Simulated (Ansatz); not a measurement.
**Hypothetical Pm-3n InP, pressure series**

Base system: InP (space group Pm-3n, No. 223; a hypothetical phase, not in the database extracts checked).

```yaml
crystal:
  lattice:
    - [7.33425, 0.00000, 0.00000]
    - [0.00000, 7.33425, 0.00000]
    - [0.00000, 0.00000, 7.33425]
  atoms:
    - { symbol: In, position: [0.25000, 0.00000, 0.50000] }
    - { symbol: In, position: [0.50000, 0.25000, 0.00000] }
    - { symbol: In, position: [0.50000, 0.75000, 0.00000] }
    - { symbol: In, position: [0.75000, 0.00000, 0.50000] }
    - { symbol: In, position: [0.00000, 0.50000, 0.75000] }
    - { symbol: In, position: [0.00000, 0.50000, 0.25000] }
    - { symbol: P, position: [0.25000, 0.50000, 0.00000] }
    - { symbol: P, position: [0.00000, 0.25000, 0.50000] }
    - { symbol: P, position: [0.00000, 0.75000, 0.50000] }
    - { symbol: P, position: [0.75000, 0.50000, 0.00000] }
    - { symbol: P, position: [0.50000, 0.00000, 0.75000] }
    - { symbol: P, position: [0.50000, 0.00000, 0.25000] }
```

Cell and atoms are relaxed at each pressure.

Level of theory: PBE (Ansatz, an electronic-structure program, PAW, scalar-relativistic without spin-orbit coupling).

| change | band gap | gap character | electron mass | lattice parameter a |
|---|---|---|---|---|
| base | 0.50 eV | direct at Γ | 0.045 mₑ (at Γ) | 7.334 Å |
| pressure −2 GPa | 0.22 eV | direct at Γ | – | 7.456 Å |
| pressure −1 GPa | 0.37 eV | direct at Γ | 0.034 mₑ (at Γ) | 7.391 Å |
| pressure 0.3 GPa | 0.54 eV | direct at Γ | 0.048 mₑ (at Γ) | 7.319 Å |
| pressure 0.7 GPa | 0.58 eV | direct at Γ | 0.052 mₑ (at Γ) | 7.299 Å |
| pressure 1.5 GPa | 0.67 eV | direct at Γ | 0.059 mₑ (at Γ) | 7.261 Å |
| pressure 3 GPa | 0.82 eV | direct at Γ | 0.071 mₑ (at Γ) | 7.196 Å |
| pressure 5 GPa | 0.98 eV | direct at Γ | 0.086 mₑ (at Γ) | 7.122 Å |
| pressure 7.5 GPa | 1.16 eV | direct at Γ | 0.10 mₑ (at Γ) | 7.041 Å |
| pressure 10 GPa | 1.21 eV | indirect, Γ → Γ–X (67 % along) | 0.87 mₑ along k, 0.33 mₑ across (off the special points) | 6.971 Å |

Load acts through the strain it causes; cell and atoms are relaxed under it. Effective masses come from finite differences of ±0.01 Å⁻¹. Along k means along the line from Γ to the band edge. Whether these cells are dynamically stable was not tested. No other phases were tried under pressure. The zero or small gap of InP under pressure −2 GPa can change with the level of theory.
